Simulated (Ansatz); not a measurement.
Start from WS2 in the 2H-MoS2 type structure (space group P6_3/mmc, No. 194; a = 3.115 Å, c = 11.773 Å; layered, stacked along the Cartesian z axis).

Computed with PBEsol-D3(BJ)/PAW in Ansatz (a program for electronic structure), spin-orbit coupling left out, earlier PAW set.

Before the change:

| Item | Result |
|---|---|
| Band gap | 0.66 eV |
| Smallest direct gap | 1.92 eV |

One thing is altered: cell and atoms relaxed at a pressure of 2.1 GPa.

Q: Estimate the effect on the band gap.

A: The band gap decreases by 0.12 eV, from 0.66 eV to 0.54 eV.

Q: Estimate the effect on the smallest direct gap.

A: The smallest direct gap grows by 0.05 eV (1.92 eV → 1.97 eV).

With W present, leaving out spin-orbit coupling can change the band edges. Load acts through the strain it causes; cell and atoms are relaxed under it. Whether these cells are dynamically stable was not tested.
